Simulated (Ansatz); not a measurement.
# How far a parabola holds: energy against volume of rock-salt LaTe

Rock-salt LaTe was calculated with r²SCAN (Ansatz, a quantum-chemistry and plane-wave program, PAW). Settings: plane-wave cutoff 560 eV, 16×16×16 k mesh, Fermi–Dirac smearing 0.05 eV, scalar-relativistic PAW data made under PBE. The cell has no free parameter but its volume, all volumes share cutoff and mesh, and the runs aren't spin-polarised. Energies are free energies at the run's smearing, counted from the lowest row; static lattice.

| V (Å³/atom) | E (meV/atom) |
|---|---|
| 32.871 | 10.63 |
| 33.556 | 2.56 |
| 34.240 | 0.00 |
| 34.925 | 2.38 |
| 35.610 | 9.17 |
| 36.295 | ? |

The 5 complete rows are fitted with a parabola, E against V. With u = V - 34.2, the rows have u = -1.3290, -0.6440, 0.0400, 0.7250, 1.4100. Least squares gives E = 0.025 - 0.8804·u + 5.2795·u². Residuals (row less fit): 0.110, -0.222, 0.002, 0.218, -0.110; standard error 0.246 (degrees of freedom: 2). The fitted curve has its minimum at V = 34.3, where E = -0.01. Its curvature is d²E/dV² = 2 × 5.2795 meV/Å⁶, so B = V0·d²E/dV² × 0.1602 = 58.0 GPa.

Task: What does the fit predict for E at V = 36.295, and how far is the calculated value from it?

Result: u = 2.0950, so E = 0.025 - 0.8804 × 2.0950 + 5.2795 × 2.0950² = 21.352 meV/atom. The calculation gives 19.93 meV/atom, 1.422 meV/atom below the prediction (7.1 % of the range of E in the table). The row lies outside the fitted rows, so this is an extrapolation. From the scatter of the fitted rows alone, a prediction at this place has a standard error of 0.582 meV/atom, so the miss is 2.4 times that.

The residuals are curvature that a parabola lacks, not noise. A solid that stiffens under compression and softens on expansion lies above the parabola at the compressed end and under it at the expanded end, as this row does. A third-order Birch-Murnaghan fit to the whole scan has B0 = 57.7 GPa. Only scans are tabulated whose curvature falls smoothly with volume, and where the parabola meets the shown rows within 5 % of their range and misses the end by 0.1 meV or more.

Spin–orbit coupling is not included.
